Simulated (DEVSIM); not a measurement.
Device: Mo/Al2O3/p-Ge capacitor, at 250 K.

Layer 1 from the left is Al2O3, thickness (nm) 6.00. Layer 2 from the left is Ge, thickness (nm) 830, Na (cm⁻³) 2.6e16.

Metal gate on the left, work function 4.6 eV. Fixed charge at the semiconductor interface 0 cm⁻² (in units of +e); no interface traps.

The device is made up for the run: typed textbook-type constants, with dimensions and the other settings drawn at random. Values at 300 K; Nc and Nv go as T^1.5, mobilities as T to minus their exponent, the gap by Varshni's rule with the affinity fixed.

Al2O3: gap (eV) 6.8, affinity (eV) 1.35, permittivity 9. Ge: gap (eV) 0.664, affinity (eV) 4, permittivity 16, Nc (cm⁻³) 1.04e19, Nv (cm⁻³) 6e18, Varshni α (eV/K) 0.000477, Varshni β (K) 235.

Estimate by hand the flat-band voltage, the threshold voltage, and compare with a numerical solution.


- Flat-band voltage: C = 1.33 μF/cm², work-function difference 0.029 V; VFB = φms − qNf/C = 0.03 V; numerical 0.03 V.
- Threshold voltage: φF = 0.224 V, depletion charge √(4εqNφF) = 7.27e-8 C/cm²; VT = VFB + 2φF + Qd/C = 0.53 V; numerical 0.53 V.

Simulated with DEVSIM: 1D Poisson equation in equilibrium, Boltzmann statistics, complete ionisation; no quantum confinement or tunnelling. Metal contacts follow the ideal Schottky-Mott rule: no Fermi-level pinning, no interface dipoles.
